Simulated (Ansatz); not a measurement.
C_O in monoclinic HfO2 (start: the O(2,4-fold) site; 96-site cell, 2×2×2 shifted sampling). Level of theory: PBE, PAW (plane waves to 420 eV; Ansatz, a quantum-chemistry and plane-wave program). Total energies of the localised charge states, counted from that of charge +1, and their image corrections (point charge with alignment); the host's valence-band maximum lies at 13.691 eV on the cells' energy zero and its gap is 4.04 eV.

```json
[
 {"charge": "+1", "moment (μB)": "3.0", "E − E(first) (eV)": "0.000", "correction (eV)": "0.087"},
 {"charge": "0", "moment (μB)": "2.0", "E − E(first) (eV)": "14.736", "correction (eV)": "0.000"},
 {"charge": "−1", "moment (μB)": "1.0", "E − E(first) (eV)": "29.793", "correction (eV)": "0.093"},
 {"charge": "−2", "moment (μB)": "not spin-polarised", "E − E(first) (eV)": "45.010", "correction (eV)": "0.360"}
]
```

Derive the transition levels above the valence-band maximum and say which of them are thermodynamic.

A level is the Fermi energy at which two charges have equal formation energy: ε(q/q′) = [E(q′) + corr(q′) − E(q) − corr(q)] / (q − q′) − E_VBM.
ε(+1/0) = [(14.736 + 0.000) − (0.000 + 0.087)] / 1 − 13.691 = 0.96 eV
ε(0/−1) = [(29.793 + 0.093) − (14.736 + 0.000)] / 1 − 13.691 = 1.46 eV
ε(−1/−2) = [(45.010 + 0.360) − (29.793 + 0.093)] / 1 − 13.691 = 1.79 eV
Thermodynamic levels at least 0.1 eV inside the gap: (+1/0) at 0.96 eV; (0/−1) at 1.46 eV; (−1/−2) at 1.79 eV. They hold to tenths of an eV in this cell. Only the charges listed were compared. Flagged in the runs: a host whose relaxation on this sampling wasn't shown to rest, a strain field that reaches the edge of the cell.
